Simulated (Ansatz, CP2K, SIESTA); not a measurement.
# SnBi₃ (P1, 4 atoms in the cell) computed with different codes at matched settings

Self-consistent single point, at a second geometry (atoms moved at random). First geometry:

```
SnBi3
1.0
   -2.35058     2.35058     5.66404
    2.35058    -2.35058     5.66404
    2.35058     2.35058    -5.66404
Sn Bi
1 3
Cartesian
  0.00000   0.00000   0.00000
  0.00000   0.00000   5.66404
  2.35058   0.00000   2.83202
  0.00000   2.35058   2.83202
```

Second geometry:
```xyz
4
Lattice="-2.3506 2.3506 5.6640 2.3506 -2.3506 5.6640 2.3506 2.3506 -5.6640" Properties=species:S:1:pos:R:3 pbc="T T T"
Sn     0.0137    -0.0198     0.0249
Bi    -0.0019     0.0108     5.6537
Bi     2.3692     0.0117     2.8300
Bi    -0.0304     2.3479     2.8195
```

Shared settings, as Ansatz (a quantum-chemistry and plane-wave program) writes them: kpoints.mp_grid.grid = 6 6 6; scf.occupations.method = fermi_dirac; scf.occupations.width = 0.0073 Ry. Potentials and cutoffs stand in the table.

```tsv
code	model	ΔF from the first geometry (meV/atom)	pressure (GPa)	largest force (eV/Å)	cutoff
CP2K	PBEsol, GPW, DZVP-MOLOPT-SR-GTH basis, GTH-PBE potentials (GTH_POTENTIALS)	0.6	0.15	0.074	grid 400 Ry
SIESTA	GGA PBEsol, numerical atomic orbitals TZP, PseudoDojo PBEsol standard norm-conserving potentials (rewritten from UPF to PSML)	0.4	-2.75	0.063	grid 350 Ry
Ansatz	PBEsol, PAW files made with PBE	0.2	-2.47	0.049	default
```

Size of the force on each atom (eV/Å): Sizes of forces hide their directions.

```json
[
 {"code": "CP2K", "Sn1": "0.033", "Bi2": "0.054", "Bi3": "0.074", "Bi4": "0.057"},
 {"code": "SIESTA", "Sn1": "0.025", "Bi2": "0.046", "Bi3": "0.063", "Bi4": "0.049"},
 {"code": "Ansatz", "Sn1": "0.010", "Bi2": "0.040", "Bi3": "0.049", "Bi4": "0.030"}
]
```

On Ansatz's run: spin-orbit coupling is off.

The spread over the programs that give each value: ΔF from the first geometry within 0.4 meV/atom; pressure within 2.90 GPa; largest force within 0.025 eV/Å.

CP2K and SIESTA use small atom-centred bases, whose incompleteness enters pressures, forces and empty levels differently from a plane-wave cutoff. Ansatz's pressure is given at a fixed set of plane waves, as the other plane-wave codes print theirs.

The starting cell comes from a database of computed structures (which also holds hypothetical and non-ambient phases and stackings), without a prior relaxation at this level. For this run, on top of that: atoms moved at random.

Keys are those of Ansatz 0.2.
